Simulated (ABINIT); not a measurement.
## Pressure against volume in rutile-structure PbO2 (space group 136) (ABINIT, PBEsol)

```
CELL_PARAMETERS angstrom
      4.81599     0.00000     0.00000
      0.00000     4.81599     0.00000
      0.00000     0.00000     3.29157
ATOMIC_POSITIONS crystal
  Pb 0.00000 0.00000 0.00000
  Pb 0.50000 0.50000 0.50000
  O  0.30700 0.30700 0.00000
  O  0.80700 0.19300 0.50000
  O  0.19300 0.80700 0.50000
  O  0.69300 0.69300 0.00000
```

Method: PBEsol, norm-conserving pseudopotentials (PseudoDojo nc-sr-04 PBEsol standard) (plane waves; ABINIT). Settings: pseudos = [Pb.upf, O.upf]; ecut = 55 Ha; ixc = -116133; occopt = 3; tsmear = 0.05 eV; ngkpt = 5 5 7; nshiftk = 1; shiftk = 0 0 0; potentials = PseudoDojo nc-sr-04 PBEsol standard; nband = 34; kptopt = 1; nstep = 60; tolvrs = 1e-11. The cell above is the first row's. The rows scale it uniformly. In all rows fractional positions and the k mesh are held.

| V (Å^3/atom) | P (GPa) |
|---|---|
| 12.724 | ? |
| 13.001 | 14.79 |
| 13.277 | 10.52 |
| 13.554 | 6.72 |
| 13.830 | 3.35 |
| 14.107 | 0.38 |
| 14.384 | -2.22 |
| 14.660 | -4.52 |
| 14.937 | -6.55 |

Fit P of the 8 rows that show it with a cubic. With u = V - 14.0, the rows have u = -0.9990, -0.7230, -0.4460, -0.1700, 0.1070, 0.3840, 0.6600, 0.9370. Least squares gives P = 1.489 - 10.5635·u + 2.4265·u² - 0.3286·u³. Residuals (row less fit): -0.001, 0.001, 0.008, -0.007, -0.006, 0.008, 0.000, -0.001; standard error 0.007 (degrees of freedom: 4). The fitted pressure is zero at V0 = 14.15, where dP/dV = -9.877, so B0 = -V0·dP/dV = 140 GPa.

**Question.** What does the fit predict for P at V = 12.724, and how far is the calculated value from it?

**Answer.** u = -1.2760, so P = 1.489 - 10.5635 × (-1.2760) + 2.4265 × (-1.2760)² - 0.3286 × (-1.2760)³ = 19.601 GPa. The calculation gives 19.61 GPa, 0.009 GPa above the prediction (under 0.05 % of the range of P in the table). The row lies outside the fitted rows, so this is an extrapolation. From the scatter of the fitted rows alone, a prediction at this place has a standard error of 0.019 GPa, so the miss is 0.5 times that.

Carrying the step between the two nearest rows on in a straight line would have given 19.08, off by 0.53; series whose last step already gives the withheld value aren't shown. The scan was laid around a cell of about the measured size, scaled by a guess for this functional; axis ratios and inner coordinates come from that cell. The runs keep the symmetry of the cell, so they don't test it for distortions. The PBEsol file for Pb was generated anew from PseudoDojo's inputs, some of which were changed. Spin-orbit coupling is off. The shape of the cell and the inner coordinates aren't relaxed, so V0 and B0 belong to this uniform scaling; a relaxed crystal lies no higher in energy and is usually softer (forces reach 0.21 eV/Å in these rows). Cutoffs and mesh are single choices, not tested for convergence of this quantity. Series with a scatter that would blur these digits, or in which a gap closes, are not shown.
